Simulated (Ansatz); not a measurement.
Pressure series in hypothetical zinc blende PbTe

Consider PbTe in the zinc blende structure (space group F-43m, No. 216; a hypothetical phase, not in the database extracts checked).

```yaml
crystal:
  lattice:
    - [0.00000, 3.66781, 3.66781]
    - [3.66781, 0.00000, 3.66781]
    - [3.66781, 3.66781, 0.00000]
  atoms:
    - { symbol: Te, position: [0.75000, 0.75000, 0.75000] }
    - { symbol: Pb, position: [0.00000, 0.00000, 0.00000] }
```

Cell and atoms are relaxed at each pressure.

Level of theory: PBE, PAW, 420 eV (Ansatz, a program for electronic structure; no spin-orbit coupling), earlier PAW set.

Computed cases, in order: pressure −2 GPa; pressure −1 GPa; 0 GPa (base); pressure 3 GPa; pressure 7 GPa; pressure 15 GPa; pressure 30 GPa; pressure 50 GPa; pressure 75 GPa; pressure 100 GPa.

**Question.** Between which two neighbouring cases does the band gap open or close?

**Answer.** Between pressure 7 GPa (0.11 eV) and pressure 15 GPa (zero). The whole series: pressure −2 GPa: 0.81 eV; pressure −1 GPa: 0.72 eV; 0 GPa (base): 0.64 eV; pressure 3 GPa: 0.40 eV; pressure 7 GPa: 0.11 eV; pressure 15 GPa: zero; pressure 30 GPa: zero; pressure 50 GPa: zero; pressure 75 GPa: zero; pressure 100 GPa: zero.

A case with no gap was solved on a k-mesh chosen for an insulator, which is coarse for it. With Pb and Te present, leaving out spin-orbit coupling can change the band edges. Load acts through the strain it causes; cell and atoms are relaxed under it. No phonon test of stability was made. Competing high-pressure phases were not computed. All final runs are without spin polarisation. The zero or small gap of PbTe under pressure 7 GPa and PbTe under pressure 15 GPa can change with the level of theory.
